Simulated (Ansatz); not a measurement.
## HgTe (P3₂21, No. 154, 6 atoms in the cell; start mp-1071269; a measured phase of this formula has another space group)

Method: PBE0 in Ansatz (plane waves, PAW).

Run with plane-wave cutoff 500 eV, 6×6×2 k mesh (along the axes of the cell as run), gaussian smearing 0.02 eV, scalar-relativistic PAW data made under PBE.

Cell (relaxed with r²SCAN):

```cif
data_Hg3Te3
_chemical_formula_sum 'Hg3 Te3'
_space_group_name_H-M_alt 'P3221'
_space_group_IT_number 154
_space_group_name_Hall 'P 32 2"'
_cell_length_a 4.66793
_cell_length_b 4.66793
_cell_length_c 10.39082
_cell_angle_alpha 90.000
_cell_angle_beta 90.000
_cell_angle_gamma 120.000
loop_
_atom_site_label
_atom_site_type_symbol
_atom_site_symmetry_multiplicity
_atom_site_Wyckoff_symbol
_atom_site_fract_x
_atom_site_fract_y
_atom_site_fract_z
_atom_site_occupancy
Hg1 Hg 3 a 0.68852 0.68852 0.00000 1
Te1 Te 3 b 0.51203 0.51203 0.50000 1
```

```yaml
band_gap: 1.81 eV (on the SCF k mesh)
```

Note: cell and atoms aren't relaxed at this level (largest force component 0.13 eV/Å).

Spin–orbit coupling is not included; with these elements it can move the gap by several tenths of an eV or more.

Static lattice: no zero-point or thermal effects.

It cost about 9 core-minutes (a rough figure) of CPU time.

A start named mp-… is a Materials Project structure, which need not be a measured phase.

Ansatz is a first-principles code.
